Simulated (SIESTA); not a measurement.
A self-consistent single point of Rb3Ge (I4/mmm, 4 atoms in the cell) with SIESTA.

Level of theory: GGA PBEsol, numerical atomic orbitals TZP, PseudoDojo PBEsol standard norm-conserving potentials (rewritten from UPF to PSML) (SIESTA 5.4.2).

```xyz
4
Lattice="-3.1494 3.1494 4.8635 3.1494 -3.1494 4.8635 3.1494 3.1494 -4.8635" Properties=species:S:1:pos:R:3 pbc="T T T"
Rb     0.0000     3.1494     2.4318
Rb     3.1494     0.0000     2.4318
Rb     0.0000     0.0000     4.8635
Ge     0.0000     0.0000     0.0000
```

Reference input (self-consistent single point, DFT, LDA PW92, numerical atomic orbitals TZP, PseudoDojo LDA standard norm-conserving potentials (rewritten from UPF to PSML)): XC.functional = LDA; XC.authors = PW92; potentials = PseudoDojo LDA standard; PAO.BasisSize = TZP; PAO.EnergyShift = 0.01 Ry; MeshCutoff = 400 Ry; kgrid.MonkhorstPack = 6 6 6; OccupationFunction = FD; ElectronicTemperature = 50 meV; MaxSCFIterations = 150; SCF.Mixer.Method = Broyden; SCF.Mixer.Weight = 0.1. This run's input differs from it in these lines:

```diff
@@ -1,2 +1,2 @@
-# files in the folder: Rb.psml Ge.psml (PseudoDojo LDA standard)
+# files in the folder: Rb.psml Ge.psml (PseudoDojo PBEsol standard)
 SystemName  Rb3Ge
@@ -24,4 +24,4 @@
 
-XC.functional                LDA
-XC.authors                   PW92
+XC.functional                GGA
+XC.authors                   PBEsol
 PAO.BasisSize                TZP
```

Output (repeated stretches shortened):

```
        iscf     Eharris(eV)        E_KS(eV)     FreeEng(eV)     dDmax    Ef(eV) dHmax(eV)
   scf:    1    -4624.223502    -4629.246264    -4629.329866  1.377145 -4.002356  4.081741
   scf:    2    -4630.418364    -4629.863802    -4629.944094  0.056098 -3.795547  3.295235
   scf:    3    -4630.910970    -4630.559052    -4630.629105  0.156829 -3.355806  1.308533
   scf:    4    -4630.659508    -4630.613701    -4630.683780  0.067778 -3.422588  0.373480
   scf:    5    -4630.628121    -4630.622719    -4630.691591  0.021066 -3.396667  0.053220
   [... 10 lines left out ...]
   scf:   16    -4630.623094    -4630.623094    -4630.691689  0.000020 -3.396304  0.000315
   scf:   17    -4630.623095    -4630.623094    -4630.691689  0.000016 -3.396314  0.000276
   scf:   18    -4630.623095    -4630.623095    -4630.691689  0.000011 -3.396322  0.000243
   scf:   19    -4630.623095    -4630.623095    -4630.691689  0.000008 -3.396329  0.000210
SCF Convergence by DM+H criterion
max |DM_out - DM_in|         :     0.0000080531
max |H_out - H_in|      (eV) :     0.0002100983
SCF cycle converged after 19 iterations

Using DM_out to compute the final energy and forces

siesta: E_KS(eV) =            -4630.6231

siesta: E_KS - E_eggbox =     -4630.6231

siesta: Atomic forces (eV/Ang):
     1   -0.000078    0.000078    0.000000
     2    0.000078   -0.000078   -0.000000
     3    0.000000    0.000000    0.000000
     4    0.000000   -0.000000   -0.000000
   Tot    0.000000    0.000000    0.000000
   Max    0.000078
   Res    0.000045    sqrt( Sum f_i^2 / 3N )
   Max    0.000078    constrained

Stress tensor Voigt[x,y,z,yz,xz,xy] (kbar):        2.48        2.48        1.40        0.12        0.12       -0.02
(Free)E + p*V (eV/cell)    -4630.9470
   [... lines left out ...]
siesta: FreeEng =     -4630.691689
siesta: Cell volume =        192.962610 Ang**3
siesta:          -2.11962158         -2.12097683  kBar
   [... lines left out ...]
              0.061  -0.107  -0.147  -0.107   2.001   2.001   2.001   2.001

              2.001  -0.002   0.007  -0.002   0.007   0.005

mulliken: Qtot =       41.000

Mulliken Atomic Populations:
Atom #   charge [q] valence [e]  Species
     1    -0.181946    9.181946  Rb
     2    -0.181946    9.181946  Rb
     3     0.428311    8.571689  Rb
     4    -0.064418   14.064418  Ge
 Total     0.000000
```

The run converged in 19 iterations. Against the reference run the pressure goes from -0.86 to -0.21 GPa.

The starting cell comes from a database of computed structures (which also holds hypothetical and non-ambient phases and stackings), without a prior relaxation at this level. Its lattice was rescaled by a random factor within 2.5 % of one. Values carry the incompleteness of an atom-centred basis.

Cost on one core of a shared machine: roughly 30 s.
